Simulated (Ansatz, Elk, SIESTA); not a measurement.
# Bi₂Te₃ (R-3m, 5 atoms in the cell) computed with different codes at matched settings

Self-consistent single point.

```
CELL_PARAMETERS angstrom
      2.25811     1.30372    10.99114
     -2.25811     1.30372    10.99114
      0.00000    -2.60744    10.99114
ATOMIC_POSITIONS crystal
  Bi 0.60317 0.60317 0.60317
  Bi 0.39683 0.39683 0.39683
  Te 0.78319 0.78319 0.78319
  Te 0.21681 0.21681 0.21681
  Te 0.00000 0.00000 0.00000
```

Shared settings, as Ansatz (a program for electronic structure) writes them: kpoints.mp_grid.grid = 7 7 7; scf.occupations.method = fermi_dirac; scf.occupations.width = 0.0015 Ry. Potentials and cutoffs stand in the table.

```json
[
 {"code": "SIESTA", "model": "GGA PBE, numerical atomic orbitals TZP, PseudoDojo PBE standard norm-conserving potentials (rewritten from UPF to PSML)", "pressure (GPa)": "-2.25", "largest force (eV/Å)": "0.039", "gap on the mesh (eV)": "0.597", "cutoff": "grid 350 Ry"},
 {"code": "Ansatz", "model": "PBE, default PAW files", "pressure (GPa)": "-1.96", "largest force (eV/Å)": "0.315", "gap on the mesh (eV)": "0.598", "cutoff": "30.9 Ry"},
 {"code": "Elk", "model": "PBE, all-electron FP-LAPW, Elk's shipped species files, APW+lo basis with extra local orbitals", "pressure (GPa)": "–", "largest force (eV/Å)": "–", "gap on the mesh (eV)": "0.596", "cutoff": "rgkmax 7.5"}
]
```

Size of the force on each atom (eV/Å): Sizes of forces hide their directions.

```csv
code,Bi1,Bi2,Te3,Te4,Te5
SIESTA,0.039,0.039,0.030,0.030,0.000
Ansatz,0.101,0.101,0.315,0.315,0.000
```

A dash marks a value that a program does not give, or that is left out as unsure.

Gaps are read on the mesh.

On Ansatz's run: spin-orbit coupling is off.

The spread over the programs that give each value: pressure within 0.29 GPa; largest force within 0.276 eV/Å; gap on the mesh within 0.002 eV.

SIESTA uses small atom-centred bases, whose incompleteness enters pressures, forces and empty levels differently from a plane-wave cutoff. Elk treats all electrons, but the usual bases taken here (sphere radii, linearisation, local orbitals, empty states) were not tested for convergence, so the values are no reference for the others. Ansatz's pressure is given at a fixed set of plane waves, as the other plane-wave codes print theirs.

On the base mesh (4 4 4) the same programs gave: Ansatz pressure -2.05 GPa, gap on the mesh 0.601 eV; Elk gap on the mesh 0.599 eV; SIESTA pressure -2.31 GPa, gap on the mesh 0.600 eV.

The starting cell comes from a database of computed structures (which also holds hypothetical and non-ambient phases and stackings), without a prior relaxation at this level. Its lattice was rescaled by a random factor within 2.5 % of one.

Left out of this page: CP2K (on another mesh).

Keys are those of Ansatz 0.2.
